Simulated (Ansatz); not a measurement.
Start from GaN in the zinc blende structure (space group F-43m, No. 216; a = 4.498 Å).

Computed with Kohn–Sham DFT with the r2SCAN functional, run in Ansatz (an electronic-structure program) with PAW and 500 eV plane waves, no spin-orbit coupling.

One change was made to it. Results:

```csv
quantity,base,after
density,6.11 g/cm³,6.71 g/cm³
"hole mass (degenerate bands, along [100])","0.18, 0.86, 0.86 mₑ (at Γ)","0.22, 0.81, 0.81 mₑ (at Γ)"
```

Problem. What was done to the base?
A. pressure −1 GPa
B. pressure −2 GPa
C. pressure 4.5 GPa
D. pressure 22.5 GPa

Solution. D, pressure 22.5 GPa. For comparison, the hole mass in the other runs: pressure 4.5 GPa gives 0.19, 0.84, 0.84 mₑ (at Γ); pressure −1 GPa gives 0.18, 0.86, 0.86 mₑ (at Γ); pressure −2 GPa gives 0.17, 0.86, 0.86 mₑ (at Γ).

The levels and masses belong to the bands next to the band gap. Load acts through the strain it causes; cell and atoms are relaxed under it. Effective masses come from finite differences of ±0.01 Å⁻¹. No phonon test of stability was made. Tetrahedral semiconductors of this kind turn to denser phases somewhere between about 1 and 50 GPa; those were not computed, so compressed cells here can lie past the real transition. This is not the structure that GaN has at room temperature and ambient pressure.
